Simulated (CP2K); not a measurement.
Worked example: self-consistent single point of SnO (P1, 8 atoms in the cell) in CP2K.

Level of theory: PBEsol, GPW, DZVP-MOLOPT-SR-GTH basis, GTH-PBE potentials (GTH_POTENTIALS) in CP2K 2026.2.

The change in words: atoms moved at random. Reference geometry:
```yaml
crystal:
  lattice:
    - [3.57576, 0.00000, 0.00000]
    - [-0.74192, 3.49794, 0.00000]
    - [0.00000, 0.00000, 12.15414]
  atoms:
    - { symbol: Sn, position: [0.97221, 0.02779, 0.99983] }
    - { symbol: Sn, position: [0.02779, 0.97221, 0.49983] }
    - { symbol: Sn, position: [0.62356, 0.37644, 0.77072] }
    - { symbol: Sn, position: [0.37644, 0.62356, 0.27072] }
    - { symbol: O, position: [0.59271, 0.40729, 0.94945] }
    - { symbol: O, position: [0.40729, 0.59271, 0.44945] }
    - { symbol: O, position: [0.00475, 0.99525, 0.82154] }
    - { symbol: O, position: [0.99525, 0.00475, 0.32154] }
```

Reference input (self-consistent single point, DFT PBEsol, GPW, DZVP-MOLOPT-SR-GTH basis, GTH-PBE potentials (GTH_POTENTIALS)): CUTOFF = 450 Ry; REL_CUTOFF = 50 Ry; KPOINTS/SCHEME = MONKHORST-PACK 4 4 2; GAMMA_CENTERED = T; XC_FUNCTIONAL = PBE:PBESOL; Sn/BASIS_SET = DZVP-MOLOPT-SR-GTH; Sn/POTENTIAL = GTH-PBE-q4; O/BASIS_SET = DZVP-MOLOPT-SR-GTH; O/POTENTIAL = GTH-PBE-q6; METHOD = GPW; EPS_DEFAULT = 1e-10; NGRIDS = 4. This run's input differs from it in these lines:

```diff
@@ -69,10 +69,10 @@
     &COORD
-      Sn       3.45577070     0.09720786    12.15207580
-      Sn      -0.62193170     3.40073614     6.07500480
-      Sn       1.95041192     1.31676604     9.36744032
-      Sn       0.88342708     2.18117796     3.29036932
-      O        1.81721152     1.42467761    11.53975012
-      O        1.01662748     2.07326639     5.46267912
-      O       -0.72141102     3.48132877     9.98511382
-      O        3.55525002     0.01661523     3.90804282
+      Sn       3.47324284     0.10539655    12.13958134
+      Sn      -0.63618795     3.41415425     6.06481962
+      Sn       1.89686820     1.26652857     9.41132893
+      Sn       0.91408012     2.14246272     3.26467547
+      O        1.80456179     1.41310641    11.52683027
+      O        1.03747835     2.07346577     5.45227518
+      O       -0.76626594     3.52691747     9.96685830
+      O        3.61157786     0.04974776     3.95411917
     &END COORD
```

Output (repeated stretches shortened):

```
 SCF WAVEFUNCTION OPTIMIZATION

  Step     Update method      Time    Convergence         Total energy    Change
     1 NoMix/Diag. 0.30E+00      -     1.80182603       -77.8816953038 -7.79E+01
     2 Broy./Diag. 0.30E+00      -     0.24076450       -70.8540591033  7.03E+00
     3 Broy./Diag. 0.30E+00      -     0.10962156       -76.6622766389 -5.81E+00
     4 Broy./Diag. 0.30E+00      -     0.01639589       -78.0209938096 -1.36E+00
     5 Broy./Diag. 0.30E+00      -     0.02475271       -77.4963984899  5.25E-01
     6 Broy./Diag. 0.30E+00      -     0.00284643       -77.9372525714 -4.41E-01
   [... 8 lines left out ...]
    15 Broy./Diag. 0.30E+00      -     0.00001157       -77.8937827703  1.06E-04
    16 Broy./Diag. 0.30E+00      -     0.00000148       -77.8937706399  1.21E-05
    17 Broy./Diag. 0.30E+00      -     0.00000237       -77.8937596640  1.10E-05
    18 Broy./Diag. 0.30E+00      -     0.00000044       -77.8937589788  6.85E-07
  *** SCF run converged in    18 steps ***

  Overlap energy of the core charge distribution:               0.00000001860640
  Self energy of the core charge distribution:               -195.94626083422395
  Core Hamiltonian energy:                                     53.29483423666562
  Hartree energy:                                              82.68266156728269
  Exchange-correlation energy:                                -17.92499396710556

  Total energy:                                               -77.89375897877478

                     Mulliken Population Analysis

 #  Atom  Element  Kind  Atomic population                           Net charge
       1     Sn       1          3.210648                              0.789352
       2     Sn       1          3.191504                              0.808496
   [... lines left out ...]

 STRESS| Analytical stress tensor [bar]
 STRESS|                        x                   y                   z
 STRESS|      x        1.15002934266E+04  -2.57751817901E+03   4.68534902444E+03
 STRESS|      y       -2.57751817901E+03   1.05503384948E+04  -2.98717939487E+03
 STRESS|      z        4.68534902444E+03  -2.98717939487E+03   3.39005580928E+04
 STRESS| 1/3 Trace                                             1.86503966714E+04
```

The run converged in 18 iterations. Against the reference run the free energy rises by 12.6 meV/atom, the pressure goes from 0.98 to 1.87 GPa, the largest force goes from 0.396 to 1.464 eV/Å and the gap on the mesh goes from 1.564 to 1.488 eV.

The starting cell comes from a database of computed structures (which also holds hypothetical and non-ambient phases and stackings), without a prior relaxation at this level. Its lattice was rescaled by a random factor within 2.5 % of one. For this run, on top of that: atoms moved at random. Values carry the incompleteness of an atom-centred basis. The potentials were made for another functional than the one used. Forces in this geometry exceed 1 eV/Å.

Cost on one core of a shared machine: roughly 2 min.
